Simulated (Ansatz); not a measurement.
**Point defect Lu on the Si site in silicon**

Method: PBE, PAW (plane waves to 420 eV; Ansatz, an electronic-structure program). Cell: 64 sites, 2×2×2; final energies on a 2×2×2 shifted mesh. Site at the start: the Si site. Energies of charged states are corrected for periodic images (point charge plus alignment at distant sites). Dielectric constants: PBE linear response of the host. Host gap at this level: 0.61 eV. A cell of this size leaves errors of a few tenths of an eV. The semilocal functional narrows the gap, so deep levels can fall outside it. Spin–orbit coupling is left out. Each state is the lowest found from its start.

Formation energies E_f are given with the Fermi level at the valence-band maximum. Chemical conditions: host crystal and elements as references (Δμ(Si) = 0.00 eV, Δμ(Lu) = 0.00 eV; Lu taken from its element, since no compound that bounds it was computed at this level; only phases computed here count, gases as isolated molecules at 0 K). Reference phases: Lu: hcp Lu, Si: silicon.

| charge | moment (μB) | point group | largest move off a lattice site (Å) | image correction with alignment (eV) | E_f, host crystal and elements as references (eV) |
|---|---|---|---|---|---|
| +1† | not spin-polarised | – | 0.84 | 0.32 | – |
| 0† | quenched | – | 1.10 | 0.00 | 2.34 |
| −1 | not spin-polarised | Td | 0.29 | -0.11 | 2.82 |

† Not settled in this cell, so no level is given: charge +1: level within 0.1 eV of a band edge or past it; charge 0: a level filled in part, carriers not clearly localised.

Point groups are those of the whole cell at tolerances of 0.03 and 0.1 Å ("near" where only the looser one holds); none is given for unsettled states.

Starting moments that weren't kept: charge 0 began with 1 μB and ended with 0.0.

All states together cost around 70 core-minutes (rough).
